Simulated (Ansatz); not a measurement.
ZnSe (F-43m), PBEsol with spin-orbit coupling, rigid bands run with Ansatz (a program for electronic structure): N_v = 2.44e19 cm⁻³ at 300 K and a hole conductivity mass of 0.659 mₑ.

### Question
For 1e16 holes per cm³ at 300 K, place the Fermi level, estimate the Seebeck coefficient of a parabolic band with constant τ, and give mobility and conductivity for τ = 10 fs.

### Answer
The level lies k_BT ln(N_v/p) = 0.202 eV above the valence-band maximum. S ≈ +(k_B/e)[ln(N_v/p) + 5/2] = 888 μV/K, against 888 μV/K from the full bands (mean over directions). μ = eτ/m = 26.7 cm²/(V·s) and σ = peμ = 0.0428 S/cm. τ is assumed, not computed.

Band transport and this doping are assumed; polarons and phonon drag are left out.
